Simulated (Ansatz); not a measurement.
Amorphous Si24O53P2, 79 atoms at 2.21 g/cm³, one PBE-relaxed geometry, zone centre. Methods: PBE, scalar-relativistic without spin-orbit coupling (Ansatz, a program for electronic structure); r2SCAN, scalar-relativistic without spin-orbit coupling (Ansatz); HSE06, scalar-relativistic without spin-orbit coupling (Ansatz). Plane waves to 420 eV (r2SCAN 500 eV); exact exchange is cut at the cell's faces. At PBE the levels at the filled edge of the gap are localised (band-tail or defect states), and the nearest spread-out levels lie 5.4 eV apart at the zone centre. The higher rungs were started with moments on some atoms, which died out.

Preparation: random packing, a CHGNet melt and quench, and a DFT relaxation. O atoms were pushed apart under 1.9 Å during the dynamics, to hinder bonds among them. The hot cell started wider than the set density and was brought back towards it in steps. It is the lowest in DFT energy of 2 quenches. It is a model cell: composition and starting density were chosen by hand, and all elements were melted together. No dispersion term was used. Its density started from a set value of 2.21 and ended at 2.21 g/cm³. Cooling (nominally 480 K/ps over its main leg) ran many orders faster than in experiment, which tends to leave more defects and strain. A cell of this size samples the disorder only roughly. The volume was held where the preparation left it and the shape relaxed, at a PBE pressure of -0.5 GPa (tension).

The relaxation ran on the zone centre alone. At PBE the level gap is 4.14 eV on a 2×2×2 Γ-centred mesh, and the spacing at the zone centre alone 4.14 eV.

Question: What zone-centre spacing does r2SCAN give, roughly?

Answer: 4.80 eV (+0.65 eV against PBE).

Question: What zone-centre spacing does HSE06 give, roughly?

Answer: 5.92 eV (+1.78 eV against PBE).

The highest filled and the lowest empty state spread over these numbers of atoms (participation numbers): PBE: 4.7 and 65.7; r2SCAN: 4.7 and 67.9; HSE06: 4.7 and 67.2.
